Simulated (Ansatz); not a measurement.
Zinc-blende LiBr (model structure), treated with PBEsol in Ansatz (plane waves, PAW).

Settings: plane-wave cutoff 500 eV, 10×10×10 k mesh, gaussian smearing 0.02 eV, scalar-relativistic PAW data made under PBE.

Cell (relaxed at this level):

LiBr is modelled in the cubic space group F-43m (No. 216), the zinc blende structure, Pearson symbol cF8. Conventional cell: a = 5.8072 Å, b = 5.8072 Å, c = 5.8072 Å, α = 90.00°, β = 90.00°, γ = 90.00°. Li on 4a sees 4 Br at 2.515 Å (tetrahedral). Br on 4d sees 4 Li at 2.515 Å (tetrahedral). (Neighbours: up to the widest gap in distance over summed covalent radii, below 1.35, at either atom; cation-cation and far metal-metal contacts left out.)
(The calculation used a cell of 2 atoms; values per cell refer to that cell.)

Problem. What does this level give for the band gap?

Solution. 
- band gap = 4.86 eV (on the SCF k mesh)

Note: the relaxation could raise the start's symmetry but not lower it, so the cell can be a saddle point.

Spin–orbit coupling is not included.

Computed values are for the static lattice.

It cost about 12 core-seconds (a rough figure) of CPU time.

A model structure was made by putting elements into a prototype or built by hand; it is no filed structure, need not be a known phase, and can be a saddle point held by its symmetry.

Ansatz is a quantum-chemistry and plane-wave program.
